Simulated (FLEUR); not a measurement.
Worked example: self-consistent single point of ZrGa5Co (P4/mmm, 7 atoms in the cell) in FLEUR.

Method: FLEUR with LDA (Perdew-Zunger), all-electron FLAPW (FLEUR), scalar-relativistic valence.

```
ZrGa5Co
1.0
    4.10605     0.00000     0.00000
    0.00000     4.10605     0.00000
    0.00000     0.00000     6.57231
Zr Ga Co
1 5 1
Cartesian
  0.00000   0.00000   0.00000
  0.00000   2.05302   2.00738
  0.00000   2.05302   4.56493
  2.05302   0.00000   2.00738
  2.05302   0.00000   4.56493
  2.05302   2.05302   0.00000
  0.00000   0.00000   3.28615
```

Reference input (self-consistent single point, DFT, PBEsol, all-electron FLAPW (FLEUR), scalar-relativistic valence): Kmax = 3.8 1/bohr; GmaxXC = 13.3 1/bohr; xcFunctional = PBEs; jspins = 1; l_soc = F; mode = hist; fermiSmearingEnergy = 0.00367493 Htr; mesh (inpgen div1-3) = 5 5 3; inpgen gamma flag = false; Gmax = 13.3 1/bohr; numbands = 0; maxIterBroyd = 99. This run's input differs from it in these lines:

```diff
@@ -19,3 +19,3 @@
 &comp jspins=1 /
-&exco xctyp='PBEs' /
+&exco xctyp='pz' /
 &kpt div1=5 div2=5 div3=3 /
@@ -32,3 +32,3 @@
       <coreElectrons ctail="T" frcor="F" kcrel="0" coretail_lmax="0"/>
-      <xcFunctional name="PBEs" relativisticCorrections="F"/>
+      <xcFunctional name="pz" relativisticCorrections="F"/>
       <magnetism jspins="1"/>
```

The program printed (abridged):

```
 Iteration:     1   Distance:      22.20966172 me/bohr^3
 Iteration:     2   Distance:      11.91616929 me/bohr^3
 Iteration:     3   Distance:       9.21690613 me/bohr^3
 Iteration:     4   Distance:      19.21870501 me/bohr^3
 Iteration:     5   Distance:       8.33161933 me/bohr^3
   [... 15 lines left out ...]
 Iteration:    21   Distance:       0.00029289 me/bohr^3
 Iteration:    22   Distance:       0.00001603 me/bohr^3
 Iteration:    23   Distance:       0.00001553 me/bohr^3
 Iteration:    24   Distance:       0.00000211 me/bohr^3
 Reset of history
 Run finished successfully
 Stop message:
   Structural relaxation: new displacements generated

[file out, last iteration]
             iter=     25
[...]
          total density-effective poten   -2.3499149640E+04
          total charge density-energy d   -5.3220015856E+02
 Updated energy parameters for spin:           1
[...]
 fermi energy and band-weighting factors:
   [... 6 lines left out ...]

[...]
FERMIE:
          first approx. to ef    (T=0)  :   0.347219 htr   (energy of the highest occ. eigenvalue)
          number of occ. states  (T=0)  :        550
          first approx. to seigv (T=0)  : -22.029299 htr
          sum of weights of occ. states :  46.053333
          sum of semicore charge        :   0.000000 e
FERHIS:  Fermi-Energy by histogram:
          bandgap                     :   0.000424 htr
   [... lines left out ...]
          charge neutrality (T=0)     :   0.106667    (zero if the highest occ. eigenvalue is "entirely" occupied)
     EF_NEWTON:  Adjust Fermi-Energy by Newton-Method.
 Direct bandgap for spin            1 :    4.7149462462435787E-003  Htr
 ---->    free energy=                    -14693.2088822071 htr
   [... lines left out ...]
 TOTAL FORCE FOR ATOM TYPE=  2  X=  0.000   Y=  3.880   Z=  3.793
                       FX_TOT= 0.000000 FY_TOT= 0.000000 FZ_TOT=-0.000245
 TOTAL FORCE FOR ATOM TYPE=  3  X=  3.880   Y=  3.880   Z=  0.000
                       FX_TOT= 0.000000 FY_TOT= 0.000000 FZ_TOT= 0.000000
 TOTAL FORCE FOR ATOM TYPE=  4  X=  0.000   Y=  0.000   Z=  6.210
                       FX_TOT= 0.000000 FY_TOT= 0.000000 FZ_TOT= 0.000000
```

The run converged in 24 iterations. FLEUR gives forces in its relaxation mode, with a further iteration, so its stop message speaks of a relaxation. Against the reference run the largest force goes from 0.076 to 0.013 eV/Å.

The starting cell comes from a database of computed structures (which also holds hypothetical and non-ambient phases and stackings), without a prior relaxation at this level. Spin polarisation is off. Values depend on the basis (sphere radii, cutoffs, local orbitals), which need not be converged. The log's line on a gap gives a spacing of levels on this mesh, which the program prints for metals too.

Cost on one core of a shared machine: roughly 3 min.
